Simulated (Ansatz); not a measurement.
```xyz
2
Lattice="0.0000 3.0415 3.0415 3.0415 0.0000 3.0415 3.0415 3.0415 0.0000" Properties=species:S:1:pos:R:3 pbc="T T T"
Cu     0.0000     0.0000     0.0000
I      1.5208     1.5208     1.5208
```

No spin polarisation.

The values are results of r2SCAN in Ansatz (plane waves to 500 eV, PAW, no spin-orbit coupling), not measurements. k-mesh 10×10×10 (Γ-centred); smearing 0.05 eV (Fermi–Dirac).

### Question
What is the computed pressure?

### Answer
-12.1 kbar.

### Question
Estimate the space group.

### Answer
F-43m (No. 216).

### Question
Predict the width of the top valence band.

### Answer
1.46 eV.

### Question
What gap character does the calculation give?

### Answer
Direct at Γ.

With I present, leaving out spin-orbit coupling can change the band edges. The cells carry an imposed strain or load. Stability against distortions was not tested. All final runs are without spin polarisation. The cell was made from CuI in the zinc blende structure (space group F-43m, No. 216) by this change: isotropic strain +1.00 %.

Ansatz is an electronic-structure program.
